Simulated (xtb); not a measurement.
xtb 6.7.1, GFN1-xTB: Si(Me)(NMe2)2(NiPr2) (CC(C)N(C(C)C)[Si](C)(N(C)C)N(C)C), 44 atoms. The geometry is a generated start, not checked to be a minimum at this level.

```json
{
 "run_flags": "--grad",
 "method": "GFN1-xTB",
 "--acc": "1 (default)",
 "--etemp (K)": "300 (default)",
 "basis_functions": "124",
 "valence_electrons": "92"
}
```

One run each on 1 thread. Values of broydamp tried: 0.02, 0.05, 0.1, 0.2, 0.4 (default), 0.6, 0.8, 1.

Task: How does the count of SCC iterations change with broydamp, and where is it least?

Result: Fewest SCC iterations, within one of each other: 0.4 (default) with 10, 0.6 with 11. The count rises to 17 at 0.02. All converge to one solution.

```json
[
 {"broydamp": "0.02", "SCC iterations": "17", "end": "same solution"},
 {"broydamp": "0.05", "SCC iterations": "16", "end": "same solution"},
 {"broydamp": "0.1", "SCC iterations": "14", "end": "same solution"},
 {"broydamp": "0.2", "SCC iterations": "12", "end": "same solution"},
 {"broydamp": "0.4 (default)", "SCC iterations": "10", "end": "same solution"},
 {"broydamp": "0.6", "SCC iterations": "11", "end": "same solution"},
 {"broydamp": "0.8", "SCC iterations": "12", "end": "same solution"},
 {"broydamp": "1", "SCC iterations": "13", "end": "same solution"}
]
```
